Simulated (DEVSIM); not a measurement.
Device: Ni/Si3N4/p-Si capacitor, at 300 K.

```tsv
layer (left to right)	material	thickness (nm)	Na (cm⁻³)
1	Si3N4	24.0	-
2	Si	2600	4.8e16
```

Metal gate on the left, work function 5.1 eV. Fixed charge at the semiconductor interface -1.9e11 cm⁻² (in units of +e); interface traps 1e10 cm⁻² eV⁻¹, uniform in energy, neutral level at 0.7 of the gap above the valence band.

The device is made up for the run: typed textbook-type constants, with dimensions and the other settings drawn at random. Values at 300 K.

```tsv
parameter	Si3N4	Si
gap (eV)	5.1	1.124
affinity (eV)	2.1	4.05
permittivity	7.5	11.7
Nc (cm⁻³)	-	2.86e19
Nv (cm⁻³)	-	3.1e19
```

Model (solved in DEVSIM): 1D Poisson equation in equilibrium, Boltzmann statistics, complete ionisation; no quantum confinement or tunnelling. Metal contacts follow the ideal Schottky-Mott rule: no Fermi-level pinning, no interface dipoles.

Task: Give the band bending (positive: bands bend down) and minority sheet density.

Result: 
| Vg (V) | ψs (V) | minority carriers (cm⁻²) |
|---|---|---|
| -1.5 | -0.158 | < 1e8 |
| -1.2 | -0.147 | < 1e8 |
| -0.9 | -0.134 | < 1e8 |
| -0.6 | -0.117 | < 1e8 |
| -0.3 | -0.092 | < 1e8 |
| 0 | -0.051 | < 1e8 |
| 0.3 | 0.038 | < 1e8 |
| 0.6 | 0.206 | < 1e8 |
| 0.9 | 0.414 | < 1e8 |
| 1.2 | 0.639 | < 1e8 |
| 1.5 | 0.841 | 7.4e10 |
| 1.8 | 0.896 | 4.8e11 |
| 2.1 | 0.920 | 9.5e11 |
| 2.4 | 0.935 | 1.4e12 |
| 2.7 | 0.947 | 1.9e12 |
| 3 | 0.956 | 2.4e12 |
